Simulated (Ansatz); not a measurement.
The starting structures come from a database of crystals and need not be the phases stable at ambient conditions.

## Evanescent states of Rb2Pd(IBr2)2 (I4/mmm, not sure to be the ambient phase, 9 atoms a cell, 36.5 Å³ an atom, -2 GPa at this level) along the normal of (001)

Computed with PBEsol (plane waves, PAW; Ansatz, an electronic-structure program).

The gap is the functional's own. No spin-orbit coupling. Mid-gap values are interpolated on the energy grid.

Energies count from the valence-band top; κ is the least over a 4×4 mesh across the current.

```tsv
E (eV)	κ (1/Å)	where
0.03	0.070	Γ
0.07	0.068	Γ
0.12	0.066	Γ
0.17	0.064	Γ
0.23	0.060	Γ
0.28	0.056	Γ
0.33	0.050	Γ
0.38	0.043	Γ
0.42	0.032	Γ
0.47	0.011	Γ
```

### Question
How thick must the barrier be to attenuate the transmission by 10^6 when the electrodes' Fermi level lies at 0.23 eV, and what attenuation does that film give at 0.38 eV?

### Answer
d = 6 ln 10 / (2 × 0.060) = 115.1 Å. At 0.38 eV it gives 6 × 0.043/0.060 = 4.3 decades.
